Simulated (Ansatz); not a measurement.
# GaN under a change: isotropic strain −1.50 %

Take GaN in the zinc blende structure (space group F-43m, No. 216; a = 4.498 Å) as the base.

Perturbation: an isotropic linear strain of −1.50 %, atoms relaxed at fixed cell.

All numbers come from PBEsol/PAW in Ansatz (a first-principles code), scalar-relativistic without spin-orbit coupling. k-mesh 13×13×13 (Γ-centred); smearing 0.05 eV (Fermi–Dirac).

```json
[
 {"quantity": "volume per atom", "base": "11.38 Å³", "changed": "10.87 Å³", "shift": "-0.504 Å³"},
 {"quantity": "space group", "base": "F-43m (No. 216)", "changed": "F-43m (No. 216)", "shift": "–"},
 {"quantity": "shortest interatomic distance", "base": "1.948 Å", "changed": "1.919 Å", "shift": "-0.029 Å"},
 {"quantity": "energy relative to the base (free energy F)", "base": "0 meV/atom", "changed": "+14 meV/atom", "shift": "+14 meV/atom"},
 {"quantity": "pressure", "base": "0.00 GPa", "changed": "9.43 GPa", "shift": "+9.43 GPa"},
 {"quantity": "band gap", "base": "1.70 eV", "changed": "1.99 eV", "shift": "+0.29 eV"},
 {"quantity": "gap character", "base": "direct at Γ", "changed": "direct at Γ", "shift": "–"},
 {"quantity": "mean gap deformation potential ΔEg/Δln V", "base": "–", "changed": "-6.3 eV", "shift": "–"},
 {"quantity": "electron mass", "base": "0.15 mₑ (at Γ)", "changed": "0.18 mₑ (at Γ)", "shift": "–"},
 {"quantity": "hole mass (degenerate bands, along [100])", "base": "0.16, 0.86, 0.86 mₑ (at Γ)", "changed": "0.18, 0.84, 0.84 mₑ (at Γ)", "shift": "–"},
 {"quantity": "valley order (the lowest conduction-band minima on the path, energy above the VBM, named in the base's zone)", "base": "Γ 1.70 eV; X along ⟨100⟩ 3.22 eV", "changed": "Γ 1.99 eV; X along ⟨100⟩ 3.23 eV", "shift": "–"}
]
```

Masses are band curvatures over ±0.01 Å⁻¹ around the edge. Whether these cells are dynamically stable was not tested. This is not the structure that GaN has at room temperature and ambient pressure.
